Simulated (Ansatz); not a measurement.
# BP, response to strain

Take BP in the zinc blende structure (space group F-43m, No. 216; a = 4.537 Å) as the base. Axes: x, y, z lie along the cube axes.

Strains are applied to the cell and any free atomic positions relax.

The values are results of r2SCAN (Ansatz, an electronic-structure program; PAW; 500 eV plane waves; spin-orbit coupling left out), not measurements.

Candidates:
(a) uniaxial strain ε_zz = +2.50 %
(b) uniaxial strain ε_zz = +1.50 %
(c) uniaxial strain ε_zz = +2.00 %
(d) uniaxial strain ε_zz = +3.00 %

For the base:

| Property | Result |
|---|---|
| Band gap | 1.41 eV |

Problem. Order them by band gap, lowest first.

Solution. (d) uniaxial strain ε_zz = +3.00 % (1.22 eV), (a) uniaxial strain ε_zz = +2.50 % (1.25 eV), (c) uniaxial strain ε_zz = +2.00 % (1.28 eV), (b) uniaxial strain ε_zz = +1.50 % (1.31 eV)

No phonon test of stability was made.
